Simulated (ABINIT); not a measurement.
Worked example: self-consistent single point of Na (Im-3m, 1 atom in the cell) in ABINIT.

Computed with PBEsol, norm-conserving pseudopotentials (PseudoDojo nc-sr-04 PBEsol standard) (plane waves; ABINIT).

```
CELL_PARAMETERS angstrom
     -2.08298     2.08298     2.08298
      2.08298    -2.08298     2.08298
      2.08298     2.08298    -2.08298
ATOMIC_POSITIONS crystal
  Na 0.00000 0.00000 0.00000
```

Reference input (self-consistent single point, DFT, PBE, plane waves, norm-conserving pseudopotentials (PseudoDojo nc-sr-05 PBE standard)): pseudos = [Na.upf]; ecut = 1197 eV; ixc = 11; occopt = 3; tsmear = 0.00367493 Ha; ngkpt = 8 8 8; nshiftk = 1; shiftk = 0 0 0; potentials = PseudoDojo nc-sr-05 PBE standard; nband = 10; kptopt = 1; nstep = 100. This run's input differs from it in these lines:

```diff
@@ -1,2 +1,2 @@
-# Na, PseudoDojo nc-sr-05 PBE standard
+# Na, PseudoDojo nc-sr-04 PBEsol standard
 pp_dirpath "./"
@@ -16,3 +16,3 @@
 ecut 1197 eV
-ixc 11
+ixc -116133
 occopt 3
```

Its files differ too (potentials: PseudoDojo nc-sr-05 PBE standard → PseudoDojo nc-sr-04 PBEsol standard).

Log, with long lists cut:

```
--- !BeginCycle
solver: {iscf: 7, nstep: 100, nline: 4, wfoptalg: 0, }
tolerances: {tolvrs: 1.00E-10, }
...

     iter   Etot(hartree)      deltaE(h)  residm     vres2
 ETOT  1  -45.613983646136    -4.561E+01 1.379E-01 1.032E+00
 ETOT  2  -45.632092935784    -1.811E-02 1.239E-04 9.121E-01
 ETOT  3  -45.632257909384    -1.650E-04 1.029E-05 2.090E-02
 ETOT  4  -45.632259172443    -1.263E-06 1.044E-07 2.092E-03
 ETOT  5  -45.632259375015    -2.026E-07 1.409E-08 1.537E-05
 ETOT  6  -45.632259376425    -1.410E-09 3.634E-10 4.500E-07
 ETOT  7  -45.632259376486    -6.057E-11 1.507E-11 2.558E-09
 ETOT  8  -45.632259376491    -4.846E-12 1.140E-12 3.285E-11
 At SCF step    8       vres2   =  3.28E-11 < tolvrs=  1.00E-10 =>converged.

 Cartesian components of stress tensor (hartree/bohr^3)
  sigma(1 1)= -2.62464520E-06  sigma(3 2)=  0.00000000E+00
  sigma(2 2)= -2.62464520E-06  sigma(3 1)=  0.00000000E+00
  sigma(3 3)= -2.62464520E-06  sigma(2 1)=  0.00000000E+00

 ----iterations are completed or convergence reached----

 reduced coordinates (array xred) for    1 atoms
       0.000000000000      0.000000000000      0.000000000000
 cartesian forces (eV/Angstrom) at end:
    1     -0.00000000000000    -0.00000000000000    -0.00000000000000
 frms,max,avg= 0.0000000E+00 0.0000000E+00   0.000E+00  0.000E+00  0.000E+00 e/A
 length scales=  1.889726132886  1.889726132886  1.889726132886 bohr
              =  1.000000000000  1.000000000000  1.000000000000 angstroms
   [... lines left out ...]
 Fermi (or HOMO) energy (hartree) =   0.02784   Average Vxc (hartree)=  -0.24055
   [... lines left out ...]
total_energy        : -4.56322593764909E+01
total_energy_eV     : -1.24171692629278E+03
band_energy         : -9.15861573805238E+00
...

-Cartesian components of stress tensor (GPa)         [Pressure=  7.7220E-02 GPa]
- sigma(1 1)= -7.72197148E-02  sigma(3 2)=  0.00000000E+00
- sigma(2 2)= -7.72197148E-02  sigma(3 1)=  0.00000000E+00
- sigma(3 3)= -7.72197148E-02  sigma(2 1)=  0.00000000E+00

 Calculation completed.
```

The run converged in 8 iterations. Against the reference run the pressure goes from 0.24 to 0.08 GPa.

The starting cell comes from a database of computed structures (which also holds hypothetical and non-ambient phases and stackings), without a prior relaxation at this level. Its lattice was rescaled by a random factor within 2.5 % of one.
